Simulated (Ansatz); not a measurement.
Ansatz (a program for electronic structure) run on NaCl (Fm-3m, 2 atoms in the cell): self-consistent single point.

Method of the run: PBE (plane waves, PAW; Ansatz).

The change in words: lattice scaled by 0.98. Reference geometry:
```yaml
crystal:
  lattice:
    - [0.00000, 2.82000, 2.82000]
    - [2.82000, 0.00000, 2.82000]
    - [2.82000, 2.82000, 0.00000]
  atoms:
    - { symbol: Na, position: [0.00000, 0.00000, 0.00000] }
    - { symbol: Cl, position: [0.50000, 0.50000, 0.50000] }
```

Reference input (self-consistent single point, DFT, PBE, plane waves, default PAW files): kpoints.mp_grid.grid = 10 10 10; hamiltonian.xc = pbe; hamiltonian.pseudopotentials = {kind: paw} (the program's default PAW files); scf.occupations.method = fermi_dirac; scf.occupations.width = 0.0015 Ry. This run's input differs from it in these lines:

```diff
@@ -2,5 +2,5 @@
   lattice:
-    - [0.000000, 2.820000, 2.820000]
-    - [2.820000, 0.000000, 2.820000]
-    - [2.820000, 2.820000, 0.000000]
+    - [0.000000, 2.763600, 2.763600]
+    - [2.763600, 0.000000, 2.763600]
+    - [2.763600, 2.763600, 0.000000]
   atoms:
```

Output (repeated stretches shortened):

```
SCF iter   1: F=—  HF=-2569.525104 eV  |F-HF|=—  |Δ(HF+E_count)|=         —  Δρ=1.03e-3  dr2=6.08e-4  ethr=1.77e-3  ⟨swp⟩=6.0  Hψ=3296  notcnv=0
all-band conjugate gradients solve this SCF's bands
preconditioner: auto → none
SCF iter   2: F=—  HF=-2569.525297 eV  |F-HF|=—  |Δ(HF+E_count)|=   1.93e-4  Δρ=1.17e-3  dr2=8.71e-4  ethr=3.80e-6  ⟨swp⟩=2.0  Hψ=1369  notcnv=0
SCF iter   3: F=—  HF=-2569.525067 eV  |F-HF|=—  |Δ(HF+E_count)|=   2.30e-4  Δρ=5.95e-4  dr2=2.36e-4  ethr=3.80e-6  ⟨swp⟩=2.0  Hψ=647  notcnv=0
SCF iter   4: F=—  HF=-2569.524996 eV  |F-HF|=—  |Δ(HF+E_count)|=   7.07e-5  Δρ=2.30e-4  dr2=3.59e-5  ethr=1.48e-6  ⟨swp⟩=2.2  Hψ=659  notcnv=0
SCF iter   5: F=—  HF=-2569.525001 eV  |F-HF|=—  |Δ(HF+E_count)|=   5.50e-6  Δρ=5.03e-5  dr2=1.67e-6  ethr=2.25e-7  ⟨swp⟩=2.0  Hψ=726  notcnv=0
SCF iter   6: F=—  HF=-2569.525001 eV  |F-HF|=—  |Δ(HF+E_count)|=   4.07e-7  Δρ=2.17e-5  dr2=3.11e-7  ethr=1.04e-8  ⟨swp⟩=2.2  Hψ=733  notcnv=0
SCF iter   7: F=-2569.525001 eV  HF=-2569.525001 eV  |F-HF|=1.94e-8  |Δ(HF+E_count)|=   9.32e-8  Δρ=6.41e-6  dr2=2.71e-8  ethr=6.25e-10  ⟨swp⟩=4.1  Hψ=1764  notcnv=0
SCF 1 converged in 7 iterations: F = -2569.525001 eV  dr2 = 2.71e-8
Free energy (F): -2569.525001 eV
Internal energy: -2569.525001 eV  (E = F + TS)
E sigma→0 (E₀):  -2569.525001 eV
Fermi energy:    4.282068 eV
--- Forces (eV/Å), atoms counted from 1 ---
  atom   1  Na    -0.00000000     0.00000000     0.00000000
  atom   2  Cl     0.00000000    -0.00000000     0.00000000
--- Stress (GPa, compression-positive) ---
        2.626873       0.000000       0.000000
       -0.000000       2.626873       0.000000
       -0.000000       0.000000       2.626873
  P = ⅓ Tr σ = 2.6269 GPa (26.269 kbar)
  The stress holds the Pulay correction. Without it, at fixed plane waves, as pw.x and ABINIT print it: P = 2.6232 GPa
```

The run converged in 7 iterations. Against the reference run the free energy goes up by 13.5 meV/atom, the pressure goes from 0.75 to 2.63 GPa and the gap on the mesh goes from 5.107 to 5.352 eV.

The starting cell has typed, rounded lattice constants, without a prior relaxation at this level. For this run, on top of that: lattice scaled by 0.98. Ansatz's pressure includes its estimate of the finite-basis (Pulay) stress.

Keys are those of Ansatz 0.2.
